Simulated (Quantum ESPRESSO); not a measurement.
Input and output of a self-consistent single point for CaC₂ (I4/mmm, 3 atoms in the cell) (Quantum ESPRESSO).

Computed with PBEsol, SSSP 1.1.2 precision (PBE) pseudopotentials (plane waves; Quantum ESPRESSO).

```yaml
crystal:
  lattice:
    - [1.93430, -1.93430, 3.20211]
    - [1.93430, 1.93430, 3.20211]
    - [-1.93430, -1.93430, 3.20211]
  atoms:
    - { symbol: Ca, position: [0.00000, 0.00000, 0.00000] }
    - { symbol: C, position: [0.00000, 0.59789, 0.59789] }
    - { symbol: C, position: [0.00000, 0.40211, 0.40211] }
```

Reference input (self-consistent single point, DFT, LDA (PZ), plane waves, GBRV 1.5 ultrasoft (LDA) pseudopotentials): ecutwfc = 40 Ry; ecutrho = 200 Ry; occupations = fixed; potentials = {Ca: ca_lda_v1.uspp.F.UPF, C: c_lda_v1.2.uspp.F.UPF}; K_POINTS = automatic 12 12 12 0 0 0; nbnd = 13; conv_thr = 1e-09 Ry; mixing_beta = 0.5. This run's input differs from it in these lines:

```diff
@@ -14,6 +14,7 @@
  ntyp = 2
- ecutwfc = 40
- ecutrho = 200
+ ecutwfc = 55
+ ecutrho = 440
  occupations = 'fixed'
  nbnd = 13
+ input_dft = 'pbesol'
 /
@@ -24,4 +25,4 @@
 ATOMIC_SPECIES
-Ca    40.0780  ca_lda_v1.uspp.F.UPF
-C     12.0110  c_lda_v1.2.uspp.F.UPF
+Ca    40.0780  Ca_pbe_v1.uspp.F.UPF
+C     12.0110  C.pbe-n-kjpaw_psl.1.0.0.UPF
 ATOMIC_POSITIONS {crystal}
```

Output, abridged:

```
     Self-consistent Calculation

     iteration #  1     ecut=    55.00 Ry     beta= 0.50

     total energy              =    -110.92528730 Ry
     estimated scf accuracy    <       0.47498530 Ry

     iteration #  2     ecut=    55.00 Ry     beta= 0.50

     total energy              =    -111.02097339 Ry
     estimated scf accuracy    <       0.01653854 Ry

     iteration #  3     ecut=    55.00 Ry     beta= 0.50

     total energy              =    -111.02140804 Ry
     estimated scf accuracy    <       0.00364618 Ry

   [... 5 blocks of this kind left out ...]

     iteration #  9     ecut=    55.00 Ry     beta= 0.50

     total energy              =    -111.02194081 Ry
     estimated scf accuracy    <          4.7E-09 Ry

     iteration # 10     ecut=    55.00 Ry     beta= 0.50
     End of self-consistent calculation

     Number of k-points >= 100: set verbosity='high' to print the bands.

     highest occupied, lowest unoccupied level (ev):     4.9221    6.1341

!    total energy              =    -111.02194081 Ry
     estimated scf accuracy    <          4.0E-11 Ry

     convergence has been achieved in  10 iterations

     Forces acting on atoms (cartesian axes, Ry/au):

     atom    1 type  1   force =    -0.00000000    0.00000000    0.00000000
     atom    2 type  2   force =     0.00000000    0.00000000    0.02674844
     atom    3 type  2   force =     0.00000000    0.00000000   -0.02674844

     Total force =     0.037828     Total SCF correction =     0.000003

          total   stress  (Ry/bohr**3)                   (kbar)     P=      -12.32
  -0.00012165  -0.00000000   0.00000000          -17.90       -0.00        0.00
  -0.00000000  -0.00012165  -0.00000000           -0.00      -17.90       -0.00
   0.00000000  -0.00000000  -0.00000798            0.00       -0.00       -1.17

   JOB DONE.
```

The run converged in 10 iterations. Against the reference run the pressure goes from -4.36 to -1.23 GPa, the largest force goes from 0.255 to 0.688 eV/Å and the gap on the mesh goes from 1.189 to 1.212 eV.

The starting cell comes from a database of computed structures (which also holds hypothetical and non-ambient phases and stackings), without a prior relaxation at this level.

Cost on one core of a shared machine: roughly 2 min.
